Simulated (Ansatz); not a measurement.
Take WC (space group P-6m2, No. 187; a = 2.9220 Å, c = 2.8473 Å) as the base.

All numbers come from PBE/PAW in Ansatz (an electronic-structure program), no spin-orbit coupling, earlier PAW set.

For the base:

```
Quantity              Result
-------------------  -------
Lattice parameter a  2.922 Å
c/a ratio              0.974
```

Now apply this change: full substitution C → Ge; the structure is relaxed again.

Tabulated Pauling electronegativity and covalent radius: C 2.55, 0.76 Å; Ge 2.01, 1.20 Å.

**Question.** What does the calculation give for the lattice parameter a after the change?

**Answer.** The lattice parameter a grows by 0.2905 Å, from 2.922 Å to 3.212 Å.

**Question.** Predict the new c/a ratio.

**Answer.** The c/a ratio goes up by 0.149 to 1.123.

Whether these cells are dynamically stable was not tested. As relaxed here, WGe is a hypothetical phase, not in the database extracts checked. All final runs are without spin polarisation.
